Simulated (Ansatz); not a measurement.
Consider WSe₂ in the 2H-MoS2 type structure (space group P6_3/mmc, No. 194; a = 3.300 Å, c = 13.147 Å; layered, stacked along the Cartesian z axis). Axes: x lies along a and z along c of the hexagonal cell.

Method: Kohn–Sham DFT with the r2SCAN+rVV10 functional, run in Ansatz (an electronic-structure program) with PAW and 500 eV plane waves, scalar-relativistic without spin-orbit coupling, earlier PAW set.

Base values:

| Item | Result |
|---|---|
| Smallest direct gap | 1.61 eV |
| Valence-band top at Γ | 0.00, -1.06, -1.29 eV |
| Hole mass | 0.96 mₑ along c, 0.77 mₑ across (at Γ) |

It is then changed as follows: biaxial strain −0.64 %, plane normal [001], relaxed out of plane (Cartesian); in-plane vectors clamped, the third vector and the atoms free.

### Question
How does this affect the smallest direct gap, valence-band top at Γ and hole mass?

### Answer
The smallest direct gap grows by 0.09 eV (1.61 eV → 1.70 eV); the valence-band top at Γ (three highest levels, from the VBM) goes from 0.00, -1.06, -1.29 eV to 0.00, -1.10, -1.31 eV; the hole mass becomes 0.91 mₑ out of plane, 0.84 mₑ in plane (at Γ) (base: 0.96 mₑ along c, 0.77 mₑ across (at Γ)).

With W present, leaving out spin-orbit coupling can change the band edges. Effective masses come from finite differences of ±0.01 Å⁻¹. No phonon test of stability was made.
